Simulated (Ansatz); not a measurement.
# Alloy series in Bi2Se3

Take Bi2Se3 in the Bi2Te3 type structure (space group R-3m, No. 166) as the base.

```yaml
crystal:
  lattice:
    - [2.07230, 1.19644, 9.75526]
    - [-2.07230, 1.19644, 9.75526]
    - [0.00000, -2.39289, 9.75526]
  atoms:
    - { symbol: Bi, position: [0.39938, 0.39938, 0.39938] }
    - { symbol: Bi, position: [0.60062, 0.60062, 0.60062] }
    - { symbol: Se, position: [0.00000, 0.00000, 0.00000] }
    - { symbol: Se, position: [0.21420, 0.21420, 0.21420] }
    - { symbol: Se, position: [0.78580, 0.78580, 0.78580] }
```

The other end (x = 1) is Bi₂Te₃ (space group R-3m, No. 166): 35.00 Å³/atom, gap 0.68 eV.

Te replaces a fraction x of Se; each row is one arrangement (x, atoms in the cell, starting space group or random), fully relaxed.

Method: Ansatz (a first-principles code) r2SCAN+rVV10, no spin-orbit coupling.

```csv
case,band gap,density,shortest interatomic distance
base,0.60 eV,7.49 g/cm³,5.391 bohr
"x(Te) = 0.333, 10 atoms, C2/m",0.56 eV,7.51 g/cm³,5.369 bohr
"x(Te) = 0.5, 10 atoms, Cm",0.48 eV,7.54 g/cm³,5.386 bohr
"x(Te) = 0.5, 10 atoms, Pm",0.55 eV,7.54 g/cm³,5.380 bohr
```

These are small ordered cells, not random alloys; other orderings at the same x differ. Spin-orbit coupling, missing from the scalar runs, can matter with Bi and Te. Stability against distortions was not tested.
